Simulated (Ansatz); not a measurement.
Zinc-blende CaO (model structure): properties by level of theory

| level (code) | lattice parameter a (Å) | enthalpy of formation (eV/atom) |
|---|---|---|
| LDA (Ansatz) | 5.116 | -3.075 |
| PBEsol (Ansatz) | 5.180 | -2.818 |
| PBE-D3(BJ) (Ansatz) | 5.199 | -2.857 |
| PBE-D4 (Ansatz) | 5.212 | -2.854 |
| r²SCAN+rVV10 (Ansatz) | 5.198 | -3.002 |

Caveats: a distance lies near a switch of the dispersion term, which can move the cell (PBE-D4). Ansatz's density-functional and Hartree–Fock values are scalar-relativistic unless marked +SOC, with PAW data made under PBE.

A model structure was made by putting elements into a prototype or built by hand; it is no filed structure, need not be a known phase, and can be a saddle point held by its symmetry.

Ansatz is a first-principles code.
